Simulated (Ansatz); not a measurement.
Gap of an H-capped Sn nanowire along [110], 6 atoms a period besides the caps at several levels, all on one geometry.

Levels: PBE (plane waves to 420 eV, PAW; Ansatz, a first-principles code); Ansatz with PBE with spin-orbit coupling; r2SCAN (plane waves to 500 eV, PAW; Ansatz); Ansatz with HSE06. Unmarked values and the geometry are of the first. Mesh 1×1×8. No spin polarisation. It repeats along c; a and b span vacuum. An idealised model, cut from the bulk lattice. It keeps the symmetry and period of its start, so it need not be a minimum against all distortions. Values not marked SOC lack spin–orbit coupling. HSE06 ran on a 1×1×4 mesh and at PBE's edge points.

```
level    gap (eV)
-------  --------
PBE          1.90
PBE+SOC      1.88
r2SCAN       2.18
HSE06         ___
```

**Question.** Fill in the missing entries.

**Answer.** 
- HSE06, gap (eV): 2.60
